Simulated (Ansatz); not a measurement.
Functionals compared on the (10-10) surface of hexagonal WC in its 1x1 cell (cut with top plane C, bottom plane W), outermost plane spacing 0.84 Å in the ideal cut, in Ansatz (plane waves, PAW). The structure was relaxed with PBE; the other rows are single points on it, each with its references at the same level. Cutoff 420 eV (500 eV for r2SCAN). The surface energy is the mean of two unlike faces.

Slab: 10 atoms, C5W5, 11.0 Å thick at the start; k 13x13x1, smearing 0.1 eV, dipole-corrected; all atoms relaxed; held to the start's symmetry, so lower structures may exist; no spin, no spin-orbit, no U. These notes are the PBE run's.

```
functional  surface energy (J/m²)  work function of the top face (eV)  rough cost of the single point
----------  ---------------------  ----------------------------------  ------------------------------
PBE                          3.64                                5.34                               –
LDA                          4.12                                5.66    very roughly 27 core-seconds
PBEsol                       3.99                                5.45  around 28 core-seconds (rough)
RPBE                         3.43                                5.20         roughly 27 core-seconds
r2SCAN                       3.95                                5.41         roughly 60 core-seconds
```

Ansatz is a first-principles code.
